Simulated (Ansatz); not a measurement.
**3C silicon carbide (1 1 0) on zinc-blende GaSb (1 1 0) (film strained to the substrate, started from cuts of the bulks and a machine-learned relaxation; slabs Ga6Sb6 and C16Si16, which can lie off the formulas)**

A periodic stack without vacuum, 3C silicon carbide (1 1 0) on zinc-blende GaSb (1 1 0) (film strained to the substrate, started from cuts of the bulks and a machine-learned relaxation; slabs Ga6Sb6 and C16Si16, which can lie off the formulas): substrate slab Ga6Sb6, film C16Si16, surface cells [[0, -1], [1, -1]] and [[1, 0], [1, 2]], film strained by +0.3 and +0.3 %, outermost planes GaSb/GaSb and CSi/CSi as cut, which need not be the usual terminations and can put a slab off its formula.

The start was prepared with a machine-learned potential, and the result is one local minimum, with the in-plane cell held and forces under 0.04 eV/Å; the film can end far from its bulk form.

All values below come from PBE (plane waves to 420 eV, PAW; Ansatz, a quantum-chemistry and plane-wave program). No spin–orbit coupling; the runs are not spin-polarised. Its k-point mesh 6×4×1, Fermi–Dirac width 0.05 eV.

- interface area: 27.3 Å²
- period: 25.55 Å
- heights between the nearest atoms of the two slabs at the two interfaces: 2.04 and 1.38 Å
- C–Ga contacts across the interfaces within 1.22 times the sum of covalent radii: 2, mean 2.10 Å
- Sb–Si contacts across the interfaces within 1.22 times the sum of covalent radii: 2, mean 2.78 Å
- Ga–Si contacts across the interfaces within 1.22 times the sum of covalent radii: 1, mean 2.45 Å
- C–Sb contacts across the interfaces within 1.22 times the sum of covalent radii: 1, mean 2.23 Å

```
CELL_PARAMETERS angstrom
      4.39263    -0.00042    -0.05891
      4.39153     6.21086    -0.18766
     -1.45098     0.49703    25.56477
ATOMIC_POSITIONS crystal
  Ga 0.89927 0.87152 0.11655
  Ga 0.84547 0.52430 0.02106
  Ga 0.96523 0.86905 0.29038
  Ga 0.93491 0.36129 0.20296
  Ga 0.03496 0.86282 0.46143
  Ga 0.01032 0.35827 0.36877
  Sb 0.36189 0.07264 0.03497
  Sb 0.65545 0.62224 0.11966
  Sb 0.67993 0.11833 0.20351
  Sb 0.71067 0.62196 0.28644
  Sb 0.74904 0.12152 0.37666
  Sb 0.76771 0.63303 0.44800
  C  0.66415 0.35904 0.54316
  C  0.17039 0.86236 0.54124
  C  0.44189 0.11082 0.60283
  C  0.93868 0.61185 0.60178
  C  0.20952 0.86214 0.66241
  C  0.70708 0.36319 0.66316
  C  0.98322 0.61318 0.72342
  C  0.48498 0.11302 0.72372
  C  0.75779 0.36351 0.78396
  C  0.25813 0.86342 0.78409
  C  0.53273 0.11332 0.84479
  C  0.03318 0.61384 0.84473
  C  0.30809 0.86318 0.90561
  C  0.80893 0.36278 0.90424
  C  0.07082 0.61458 0.96707
  C  0.59313 0.11524 0.96583
  Si 0.93447 0.86032 0.60124
  Si 0.43509 0.36212 0.60121
  Si 0.11136 0.11723 0.55321
  Si 0.65845 0.60114 0.54356
  Si 0.48318 0.36392 0.72356
  Si 0.98419 0.86230 0.72337
  Si 0.70995 0.61199 0.66276
  Si 0.20605 0.11313 0.66402
  Si 0.03140 0.86383 0.84480
  Si 0.53315 0.36314 0.84447
  Si 0.25698 0.11353 0.78432
  Si 0.75776 0.61338 0.78415
  Si 0.57124 0.37513 0.96536
  Si 0.08075 0.86340 0.96618
  Si 0.80505 0.61446 0.90530
  Si 0.30731 0.11427 0.90564
```
